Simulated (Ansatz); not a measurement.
**FeGe (C2/m, No. 12, 8 atoms in the cell; start mp-22510; a measured phase of this formula has another space group)**

Computed with r²SCAN+rVV10 in Ansatz (plane waves, PAW).

Settings: plane-wave cutoff 500 eV, 10×10×8 k mesh (along the axes of the cell as run), Fermi–Dirac smearing 0.05 eV, spin-polarised start, scalar-relativistic PAW data made under PBE.

Cell (relaxed at this level):

```cif
data_Fe8Ge8
_chemical_formula_sum 'Fe8 Ge8'
_space_group_name_H-M_alt 'C2/m'
_space_group_IT_number 12
_space_group_name_Hall '-C 2y'
_cell_length_a 11.69418
_cell_length_b 4.01196
_cell_length_c 4.92789
_cell_angle_alpha 90.000
_cell_angle_beta 104.386
_cell_angle_gamma 90.000
loop_
_atom_site_label
_atom_site_type_symbol
_atom_site_symmetry_multiplicity
_atom_site_Wyckoff_symbol
_atom_site_fract_x
_atom_site_fract_y
_atom_site_fract_z
_atom_site_occupancy
Fe1 Fe 2 a 0.00000 0.00000 0.00000 1
Fe2 Fe 2 c 0.50000 0.50000 0.50000 1
Fe3 Fe 4 i 0.20354 0.00000 0.37056 1
Ge1 Ge 4 i 0.31024 0.50000 0.14319 1
Ge2 Ge 4 i 0.06621 0.50000 0.29207 1
```
(The calculation used a cell of 8 atoms; values per cell refer to that cell.)

```json
{
 "band_gap": "zero (no gap)"
}
```

Note: the magnetic order was assumed, not searched for or taken from measurement; a magnet's gap depends somewhat on the PAW data; the relaxation could not lower the start's symmetry, so the cell can be a saddle point above a distorted one.

Spin–orbit coupling is not included.

It cost very roughly 40 core-minutes of CPU time.

A start named mp-… is a Materials Project structure, which need not be a measured phase.

Ansatz is a quantum-chemistry and plane-wave program.
